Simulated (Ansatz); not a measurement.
Take TiAl₂O₅ (space group Cmcm, No. 63; a cell from a computed database, its experimental status unchecked) as the base.

```xyz
16
Lattice="1.8018 -4.6802 0.0000 1.8018 4.6802 0.0000 0.0000 0.0000 9.6418" Properties=species:S:1:pos:R:3 pbc="T T T"
Ti     1.8018     1.7307     2.4104
Ti     1.8018    -1.7307     7.2313
Al     1.8018     1.3176     9.1004
Al     1.8018    -1.3176     0.5414
Al     1.8018    -1.3176     4.2795
Al     1.8018     1.3176     5.3623
O      1.8018     2.9237     0.6435
O      1.8018    -2.9237     8.9982
O      1.8018    -2.9237     5.4644
O      1.8018     2.9237     4.1773
O      1.8018     0.4182     1.1339
O      1.8018    -0.4182     8.5078
O      1.8018    -0.4182     5.9548
O      1.8018     0.4182     3.6870
O      1.8018    -2.2070     2.4104
O      1.8018     2.2070     7.2313
```

Cartesian axes are those of the cell as printed.

Method: Ansatz (a first-principles code), PBEsol, PAW, cutoff 420 eV, no spin-orbit coupling.

Perturbation: the cell is stretched by 5.60 % along y with no lateral relaxation, atoms relaxed at fixed cell.

Predict the stress tensor and what it implies for the stiffness.

Stress of the strained cell less that of the base (GPa, compression positive):
```
  -6.86    0.00    0.00
   0.00  -16.64    0.00
   0.00    0.00   -4.11
```

Then −Δσ_ii/ε with ε = 0.0560 gives secant stiffness values (nonlinear terms included at this strain): C22 ≈ 297 GPa, C12 ≈ 123 GPa and C23 ≈ 73 GPa.

As a check, the harmonic strain energy −½ V₀ Δσ:ε is 30 meV/atom; the computed energy rise is 31 meV/atom.

Whether these cells are dynamically stable was not tested. All final runs are without spin polarisation.
